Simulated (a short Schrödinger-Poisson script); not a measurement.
Gated In0.52Al0.48As/In0.53Ga0.47As δ-doped gas in a quantum well

Stack: gated In0.52Al0.48As/In0.53Ga0.47As δ-doped gas in a quantum well, at 300 K.

```tsv
layer	material	thickness (nm)	Na (cm⁻³)
1	In0.52Al0.48As	15	-
2	In0.52Al0.48As	20	-
3	In0.53Ga0.47As	8	-
4	In0.52Al0.48As	4000	2e15
```

The device is made up for the run: typed textbook-type constants, with dimensions and the other settings drawn at random. In0.52Al0.48As: permittivity 12.5, conduction-band edge (eV) 0.52, gap (eV) 1.45, electron mass (mₑ) 0.075, Nv at 300 K (cm⁻³) 1.1e19. In0.53Ga0.47As: permittivity 13.9, conduction-band edge (eV) 0, gap (eV) 0.74, Nv at 300 K (cm⁻³) 7.7e18.

Channel valleys (confinement mass, in-plane density-of-states mass, number): Γ 0.041, 0.041, 1. At the gate the conduction-band edge of layer 1 lies 0.65 eV − eVg above the Fermi level of the channel; the field vanishes at the back. Sheet of ionised δ-doping: +2e12 e/cm² at 15 nm from the gate. The barrier under the gate holds no holes. Gaps are held at their typed values at every temperature. Mesh 0.08 nm at interfaces.

From a short Schrödinger-Poisson script (our own, NumPy): 1D Poisson equation in equilibrium, electrons quantum, Hartree (BenDaniel-Duke, 40 states a valley, the channel's in-plane mass for all, wave functions free to enter the barrier), parabolic valleys, classical holes, full ionisation, no traps, pinning or gate leakage.

```
Vg (V)  electrons (cm⁻²)  in the channel layer  C (μF/cm²)  Γ E0 (meV)  Γ E1 (meV)
------  ----------------  --------------------  ----------  ----------  ----------
0.4              9.38e11               8.90e11       0.292       -50.7        99.2
0.2              6.05e11               5.81e11       0.260       -27.7       177.0
0                2.92e11               2.81e11       0.243         1.8       207.8
-0.2             3.88e10               3.73e10       0.135        61.8       268.9
-0.4              5.89e7                5.67e7      0.0177       230.7       438.0
```

Gate voltages with under 1e6 electrons/cm² are left out.

Subbands count from the Fermi level.
